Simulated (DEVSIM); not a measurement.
Device: abrupt InP p-n junction, at 300 K.

Layer 1 from the left is InP, thickness (μm) 0.400, Na (cm⁻³) 2.6e15, τn (s) 3.1e-10, τp (s) 3.1e-10. Layer 2 from the left is InP, thickness (μm) 2.60, Nd (cm⁻³) 5.6e16, τn (s) 3.1e-10, τp (s) 3.1e-10.

Left contact: ohmic. Right contact: ohmic. Voltage is applied to the left contact. Recombination: SRH at mid-gap, Auger. Mobility is constant in doping.

This is a model device: material constants are rounded textbook-type values typed into the input, and sizes, dopings and lifetimes were drawn at random. Values at 300 K.

InP: gap (eV) 1.344, affinity (eV) 4.38, permittivity 12.5, Nc (cm⁻³) 5.7e17, Nv (cm⁻³) 1.1e19, μn (cm²/Vs) 5200, μp (cm²/Vs) 170, Cn (cm⁶/s) 9e-31, Cp (cm⁶/s) 9e-31.

DEVSIM, 1D drift-diffusion, Boltzmann statistics, complete ionisation; no tunnelling, impact ionisation, image-force lowering or self-heating.

Task: What does the simulation give for the dark forward voltage at 1 A/cm², the largest field in the device at zero bias, the potential step across the device at zero bias?

Result: dark forward voltage at 1 A/cm² 0.761 V; largest field in the device at zero bias 32000 V/cm; potential step across the device at zero bias 1.068 V.
